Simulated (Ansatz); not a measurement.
Here is the system:

```yaml
crystal:
  lattice:
    - [0.00000, 2.24796, 2.24796]
    - [2.24796, 0.00000, 2.24796]
    - [2.24796, 2.24796, 0.00000]
  atoms:
    - { symbol: N, position: [0.75000, 0.75000, 0.75000] }
    - { symbol: Ga, position: [0.00000, 0.00000, 0.00000] }
```

No spin polarisation.

Computed with plane-wave PAW DFT at the r2SCAN level (Ansatz, a program for electronic structure, 500 eV), no SOC, earlier PAW set. Γ-centred 13×13×13 mesh, Fermi–Dirac width 0.05 eV.

Task: Predict the gap character and electron mass.

Result: Gap character: direct at Γ
Electron mass: 0.17 mₑ (at Γ)

Load acts through the strain it causes; cell and atoms are relaxed under it. Masses are band curvatures over ±0.01 Å⁻¹ around the edge. Stability against distortions was not tested. The cell was made from GaN in the zinc blende structure (space group F-43m, No. 216) by this change: pressure 0.3 GPa. This is not the structure that GaN has at room temperature and ambient pressure.
